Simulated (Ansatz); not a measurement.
A computed series for SiO2: response to strain

Base system: SiO2 in the rutile structure (space group P4_2/mnm, No. 136).

```yaml
crystal:
  lattice:
    - [4.19450, 0.00000, 0.00000]
    - [0.00000, 4.19450, 0.00000]
    - [0.00000, 0.00000, 2.67848]
  atoms:
    - { symbol: Si, position: [0.00000, 0.00000, 0.00000] }
    - { symbol: Si, position: [0.50000, 0.50000, 0.50000] }
    - { symbol: O, position: [0.30606, 0.30606, 0.00000] }
    - { symbol: O, position: [0.80606, 0.19394, 0.50000] }
    - { symbol: O, position: [0.19394, 0.80606, 0.50000] }
    - { symbol: O, position: [0.69394, 0.69394, 0.00000] }
```

Cartesian axes are those of the cell as printed.

Strains are applied to the cell and any free atomic positions relax; under biaxial strain the out-of-plane vector relaxes too.

The values are results of PBEsol, PAW, 420 eV (Ansatz, a first-principles code; no SOC), not measurements.

Notes on the quantities. pressure: mean of the normal stresses, compression positive.

```csv
change,electron mass,pressure
base,"0.37 mₑ along c, 0.47 mₑ across (at Γ)",0.00 GPa
"biaxial strain −3.00 %, plane normal [001], relaxed out of plane","0.36 mₑ out of plane, 0.52 mₑ in plane (at Γ)",12.45 GPa
"biaxial strain −2.40 %, plane normal [001], relaxed out of plane","0.36 mₑ out of plane, 0.51 mₑ in plane (at Γ)",9.64 GPa
"biaxial strain −1.80 %, plane normal [001], relaxed out of plane","0.37 mₑ out of plane, 0.50 mₑ in plane (at Γ)",6.98 GPa
"biaxial strain −1.20 %, plane normal [001], relaxed out of plane","0.37 mₑ out of plane, 0.49 mₑ in plane (at Γ)",4.49 GPa
"biaxial strain −0.60 %, plane normal [001], relaxed out of plane","0.37 mₑ out of plane, 0.48 mₑ in plane (at Γ)",2.16 GPa
```

The levels and masses belong to the bands next to the band gap. Masses are band curvatures over ±0.01 Å⁻¹ around the edge. Stability against distortions was not tested.
